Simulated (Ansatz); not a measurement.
For La2O (model structure, started from the Ca2N type, R-3m, No. 166, 3 atoms in the cell), PBEsol in Ansatz (PAW) gives:

```
Quantity               Result
-------------------  --------
lattice parameter a   3.709 Å
lattice parameter c  18.701 Å
bulk modulus         53.8 GPa
```

Task: What does r²SCAN (Ansatz, a program for electronic structure, PAW) give for the same quantities?

Result: 
- lattice constant a: 3.793 Å (increases by 2.3 %)
- lattice parameter c: 18.930 Å (grows by 1.2 %)
- bulk modulus: 51.5 GPa (drops by 4.3 %)

Changes are worked out from the printed values.

Unless a cell is named, each level is at its own relaxed cell (PBEsol 24.76, r²SCAN 26.21 Å³/atom).

Caveats: the bulk modulus is −V dP/dV from two relaxed cells at ±2 % in volume (PBEsol, r²SCAN). Ansatz's density-functional and Hartree–Fock values are scalar-relativistic unless marked +SOC, with PAW data made under PBE.

A model structure was made by putting elements into a prototype or built by hand; it is no filed structure, need not be a known phase, and can be a saddle point held by its symmetry.
